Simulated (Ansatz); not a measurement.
Input and output of a zone-centre phonon calculation for AlCr₂C (P6_3/mmc, 8 atoms in the cell) (Ansatz, a program for electronic structure).

Computed with LDA (PW92), default PAW files made with PBE (plane waves; Ansatz).

```
AlCr2C
1.0
    2.81663     0.00000     0.00000
   -1.40831     2.43927     0.00000
    0.00000     0.00000    12.56357
Al Cr C
2 4 2
Cartesian
  1.40831   0.81309   3.14089
  0.00000   1.62618   9.42267
  0.00000   1.62618   5.21313
  1.40831   0.81309   7.35044
  1.40831   0.81309  11.49491
  0.00000   1.62618   1.06866
  0.00000   0.00000   6.28178
  0.00000   0.00000   0.00000
```

Reference input (self-consistent single point, DFT, LDA (PW92), plane waves, default PAW files made with PBE): basis.ecutwfc = 420 eV; kpoints.mp_grid.grid = 13 13 3; hamiltonian.xc = lda; hamiltonian.pseudopotentials = {kind: paw} (the program's default PAW files); scf.occupations.method = gaussian; scf.occupations.width = 0.1 eV. This run's input differs from it in these lines:

```diff
@@ -28,6 +28,6 @@
     width: 0.1
-output:
-  forces: true
-  eigenvalues: true
-  stress: true
+  convergence:
+    dr2_threshold: 1.0e-07 eV
+phonons:
+  method: dfpt
```

Output (repeated stretches shortened):

```
SCF iter   1: F=—  HF=-14805.907545 eV  |F-HF|=—  |Δ(HF+E_count)|=         —  Δρ=1.12e-2  dr2=4.09e-2  ethr=1.77e-3  ⟨swp⟩=5.8  Hψ=22304  notcnv=0
all-band conjugate gradients solve this SCF's bands
preconditioner: auto → Kerker (q_TF=auto, 2.635 Å⁻¹)
SCF iter   2: F=—  HF=-14805.896793 eV  |F-HF|=—  |Δ(HF+E_count)|=   1.08e-2  Δρ=5.10e-3  dr2=8.47e-3  ethr=5.85e-5  ⟨swp⟩=2.6  Hψ=10646  notcnv=0  defer=155
   [... lines left out ...]
SCF iter   5: F=—  HF=-14805.894061 eV  |F-HF|=—  |Δ(HF+E_count)|=   5.93e-5  Δρ=1.18e-4  dr2=1.06e-5  ethr=2.81e-7  ⟨swp⟩=2.0  Hψ=7795  notcnv=0  defer=155
SCF iter   6: F=—  HF=-14805.894060 eV  |F-HF|=—  |Δ(HF+E_count)|=   1.13e-6  Δρ=3.02e-5  dr2=6.29e-7  ethr=1.52e-8  ⟨swp⟩=2.0  Hψ=8188  notcnv=0  defer=155
SCF iter   7: F=—  HF=-14805.894059 eV  |F-HF|=—  |Δ(HF+E_count)|=   1.01e-7  Δρ=1.22e-5  dr2=1.30e-7  ethr=1.43e-10  ⟨swp⟩=11.8  Hψ=34774  notcnv=0
SCF iter   8: F=-14805.894059 eV  HF=-14805.894059 eV  |F-HF|=2.14e-9  |Δ(HF+E_count)|=   2.70e-8  Δρ=2.33e-6  dr2=4.07e-9  ethr=1.43e-10  ⟨swp⟩=7.5  Hψ=32076  notcnv=0
SCF 1 converged in 8 iterations: F = -14805.894059 eV  dr2 = 4.07e-9
DFPT response loops at Γ: preconditioner auto → Kerker (q_TF=auto, 2.635 Å⁻¹) (partly filled bands, converged f_vac=0.000) …
Free energy (F): -14805.894059 eV
Internal energy: -14805.864009 eV  (E = F + TS)
E sigma→0 (E₀):  -14805.879034 eV
Entropy (-TS):   -0.030051 eV (-3.756 meV/atom)
Fermi energy:    14.974118 eV
--- Phonons (Γ-DFPT): 6 representative perturbations + reference, on 140 of 507 k-points (Σ response iterations 31) ---
   [... lines left out ...]
  ASR residual per site (eV/Å²): 2.41e-4 2.41e-4 8.11e-4 8.11e-4 8.11e-4 8.11e-4 6.04e-5 6.04e-5
  Γ frequencies (cm⁻¹): 0.00 0.00 0.00 102.19 102.19 162.30 162.30 165.57 191.24 191.24 266.92 266.98 266.98 271.95 271.95 343.56 352.21 373.23 671.53 671.53 672.99 672.99 685.48 686.55
  non-analytic LO–TO correction: not included (Born effective charges unavailable; polar crystals: no LO–TO splitting at Γ)
```

The run converged in 8 iterations. 

Summary of the result:
| Quantity | Result |
|---|---|
| Free energy E − TS (on the zero of these files) | -14805.8941 eV |
| Fermi level (on the code's own zero) | 14.97 eV |
| Zone-centre frequencies (cm⁻¹; negative means imaginary) | 0, 0, 0, 102, 102, 162, 162, 166, 191, 191, 267, 267, 267, 272, 272, 344, 352, 373, 672, 672, 673, 673, 685, 687 |

The starting cell comes from a database of computed structures (which also holds hypothetical and non-ambient phases and stackings), without a prior relaxation at this level. Its lattice was rescaled by up to half a per cent. Spin polarisation is off.

Cost on one core of a shared machine: roughly 9 min.

Keys are those of Ansatz 0.2.
